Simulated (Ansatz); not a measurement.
The starting structures come from a database of crystals and need not be the phases stable at ambient conditions.

Inside the gap of an insulator the Bloch states are evanescent, with a wavenumber k + iκ along the transport direction.

Input:

```
AlGaP2
1.0
    3.78818     0.00000     0.00000
    0.00000     3.78818     0.00000
    0.00000     0.00000     5.34650
Al Ga P
1 1 2
Cartesian
  1.89409   1.89409   2.67325
  0.00000   0.00000   0.00000
  0.00000   1.89409   1.33871
  1.89409   0.00000   4.00779
```

Space group of this cell: P-4m2. The cell is strained (all lengths scaled by 0.98); by PBEsol its mean pressure is 5.5 GPa.

Transport runs along the normal of the first two printed cell vectors, the (001) plane of the conventional cell.

No gap correction and no spin-orbit coupling; mid-gap values are interpolated between computed energies.

Problem. Predict the band gap and the smallest decay constant κ at mid-gap from PBEsol (Ansatz, a first-principles code).

Solution. Gap 1.36 eV on a 8×8×6 mesh; κ = 0.176 1/Å, at (0.500, 0.000) of the in-plane reciprocal vectors. At the zone centre, at the nearest computed energy, the slowest state has κ = 0.18 1/Å.
